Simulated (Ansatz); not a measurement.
# InSb under a change: isotropic strain +0.82 %

Base system: InSb in the zinc blende structure (space group F-43m, No. 216; a = 6.556 Å).

Modification: every lattice vector is stretched by 0.82 %; the atoms relax in the strained cell.

Computed with plane-wave PAW DFT at the r2SCAN level (Ansatz, a first-principles code, 500 eV), spin-orbit coupling left out. k-mesh 12×12×12 (Γ-centred); smearing 0.05 eV (Fermi–Dirac).

- Shortest interatomic distance: 2.862 Å (base 2.839 Å)
- Energy relative to the base (free energy F): +2.8 meV/atom
- Pressure: -1.0 GPa (base 0.0 GPa)
- Band gap: zero (base zero)

Final structure:

```yaml
crystal:
  lattice:
    - [0.00000, 3.30484, 3.30484]
    - [3.30484, 0.00000, 3.30484]
    - [3.30484, 3.30484, 0.00000]
  atoms:
    - { symbol: Sb, position: [0.75000, 0.75000, 0.75000] }
    - { symbol: In, position: [0.00000, 0.00000, 0.00000] }
```

Cost of the whole job for the changed cell (relaxation, final SCF and bands): around 70 core-seconds (rough).

Spin-orbit coupling, missing from the scalar runs, can matter with Sb. Stability against distortions was not tested. The final runs are not spin-polarised. Gaps under 0.05 eV, about the width of the smearing, are given as zero. A zero or small gap of InSb can be the functional's error rather than a property of the material.
